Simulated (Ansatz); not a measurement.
Functionals compared on a constructed model of the (111) surface of fcc Pt, a pseudomorphic layer of Ir in the host's stacking (bottom of the slab: a bare face, its two planes held), in Ansatz (plane waves, PAW). The structure was relaxed with PBE; the other rows are single points on it. Cutoff 420 eV (500 eV for r2SCAN).

Model: 7-atom slab, 13.9 Å thick at the start, 15x15x1 mesh, Fermi-Dirac 0.1 eV, dipole correction, 2 atoms held, the rest relaxed; start symmetry kept, larger cells not searched; no spin, no spin-orbit, no U. In PBE it is, or lies within 0.01 eV a 1x1 cell of, the lowest of the 2 structures of its composition computed so far; larger cells were not tried. These notes are the PBE run's.

| functional | work function of the top face (eV) | rough cost of the single point |
|---|---|---|
| PBE | 5.61 | – |
| RPBE | 5.46 | roughly 40 core-seconds |
| r2SCAN | [?] | around 70 core-seconds (rough) |

Some entries are withheld; supply them.


- r2SCAN, work function of the top face (eV): 5.67

Ansatz is a first-principles code.
